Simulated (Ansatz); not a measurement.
Worked example: relaxation of the atoms of BaAlGeH (P3m1, 4 atoms in the cell) in Ansatz (a quantum-chemistry and plane-wave program).

Computed with LDA (PW92), default PAW files made with PBE (plane waves; Ansatz).

The change in words: one atom moved by 0.15 angstrom; relax: default → atoms; relax.f_tol: default → 0.05 eV/Å. Reference geometry:
```
CELL_PARAMETERS angstrom
      4.36041     0.00000     0.00000
     -2.18020     3.77622     0.00000
      0.00000     0.00000     5.22380
ATOMIC_POSITIONS crystal
  Ba 0.33333 0.66667 0.09902
  Al 0.00000 0.00000 0.64135
  Ge 0.66667 0.33333 0.55274
  H  0.00000 0.00000 0.97289
```

Reference input (self-consistent single point, DFT, LDA (PW92), plane waves, default PAW files made with PBE): basis.ecutwfc = 420 eV; kpoints.mp_grid.grid = 7 7 5; hamiltonian.xc = lda; hamiltonian.pseudopotentials = {kind: paw} (the program's default PAW files); scf.occupations.method = fixed. This run's input differs from it in these lines:

```diff
@@ -6,3 +6,3 @@
   atoms:
-    - { symbol: Ba, position: [0.333333, 0.666667, 0.099020] }
+    - { symbol: Ba, position: [0.333333, 0.666667, 0.127735] }
     - { symbol: Al, position: [0.000000, 0.000000, 0.641350] }
@@ -22,2 +22,4 @@
     method: fixed
+relax:
+  f_tol: 0.05
 output:
```

Output (repeated stretches shortened):

```
   [... SCF lines of the steps left out ...]
relax step   1: F+E_penalty+E_count = -10526.10359780 eV  Δ(F+E_penalty+E_count) = +0.000e0 eV  max|allowed force component| = 4.055e-1 eV/Å  Δτ_max = 0.0000 Å  (6 SCF iters, dr2 threshold 6.25e-5 eV, accepted)
relax step   2: F+E_penalty+E_count = -10526.10264423 eV  Δ(F+E_penalty+E_count) = +9.536e-4 eV  max|allowed force component| = 4.674e-1 eV/Å  Δτ_max = 0.1950 Å  (5 SCF iters, dr2 threshold 1.03e-5 eV, rejected (line search))
relax step   3: F+E_penalty+E_count = -10526.12955636 eV  Δ(F+E_penalty+E_count) = -2.596e-2 eV  max|allowed force component| = 8.212e-2 eV/Å  Δτ_max = 0.0790 Å  (6 SCF iters, accepted)
relax step   4: F+E_penalty+E_count = -10526.13109708 eV  Δ(F+E_penalty+E_count) = -1.541e-3 eV  max|allowed force component| = 5.051e-2 eV/Å  Δτ_max = 0.0256 Å  (5 SCF iters, accepted)
relax step   5: F+E_penalty+E_count = -10526.13167848 eV  Δ(F+E_penalty+E_count) = -5.814e-4 eV  max|allowed force component| = 5.098e-3 eV/Å  Δτ_max = 0.0115 Å  (5 SCF iters, accepted)
the relaxation is at rest under the 6 symmetry operations that the run kept from its start: a minimum is not shown …
Stability not checked: this state was not tested for a lower state beside it, because too few of the mixer's solves of this state at the end of the SCF gave a …
Free energy (F): -10526.131678 eV
Internal energy: -10526.131678 eV  (E = F + TS)
E sigma→0 (E₀):  -10526.131678 eV
Fermi energy:    7.233688 eV
--- Forces (eV/Å), atoms counted from 1 ---
  atom   1  Ba    -0.00000000    -0.00000000     0.00344481
  atom   2  Al     0.00000000     0.00000000    -0.00511169
   [... lines left out ...]
  atoms:
    - { symbol: Ba, position: [0.3333333333333333, 0.6666666666666666, 0.1075590925877041] }
    - { symbol: Al, position: [2.4423560519936115e-34, 3.3204084939439887e-34, 0.6470957954655905] }
    - { symbol: Ge, position: [0.6666666666666666, 0.3333333333333333, 0.5593290916175866] }
    - { symbol: H, position: [-2.9627579550141615e-35, -6.109551628856939e-35, 0.9807310203291185] }
```

The run converged.  The full log also holds: “iter 5 did not close the SCF: its close was put off for the readings that it lacked (scf_convergence_deferred on its scf_iter line)”.

Summary of the result:
```
Property                                                  Result
------------------------------------------------  --------------
Free energy E − TS (on the zero of these files)   -10526.1317 eV
Top of the valence band (on the code's own zero)         7.23 eV
Gap on the k-point mesh                                  0.82 eV
Pressure                                               -3.20 GPa
Largest force (vector length)                         0.005 eV/Å
Relaxation steps                                               5
```

The starting cell comes from a database of computed structures (which also holds hypothetical and non-ambient phases and stackings), without a prior relaxation at this level. Its lattice was rescaled by up to half a per cent. For this run, on top of that: one atom moved by 0.15 angstrom. The relaxation keeps the symmetry of its start, so its end need not be a minimum. Ansatz's pressure includes its estimate of the finite-basis (Pulay) stress.

Cost on one core of a shared machine: roughly 40 s.

Keys are those of Ansatz 0.2.
